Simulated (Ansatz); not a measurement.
Effect of uniaxial strain ε_xx = +1.50 % on Y

The reference is Y in the hcp (Mg type) structure (space group P6_3/mmc, No. 194; a = 3.5943 Å, c = 5.6099 Å; relaxed with 0.1 eV smearing). Axes: x lies along a and z along c of the hexagonal cell.

The change: the cell is stretched by 1.50 % along x with no lateral relaxation; the atoms relax in the strained cell.

All numbers come from PBEsol (Ansatz, a program for electronic structure; PAW; 420 eV plane waves; no SOC). k-mesh 18×18×11 (Γ-centred); smearing 0.1 eV (Fermi–Dirac).

```tsv
quantity	base	changed	shift
volume per atom	31.38 Å³	31.85 Å³	+0.47 Å³
space group	P6_3/mmc (No. 194)	Cmcm (No. 63)	–
shortest interatomic distance	6.594 bohr	6.608 bohr	+0.0145 bohr
energy relative to the base (free energy F)	0 meV/atom	+1.7 meV/atom	+1.7 meV/atom
pressure (mean of the normal stresses, compression positive)	0.0 GPa	-0.6 GPa	-0.6 GPa
band gap	zero	zero	–
largest internal atomic displacement	–	0.011 Å	–
stress (xx, yy, zz, yz, xz, xy; compression positive)	–	(-1.1, -0.4, -0.3, 0.0, 0.0, 0.0) GPa	–
```

No phonon test of stability was made. All final runs are without spin polarisation.
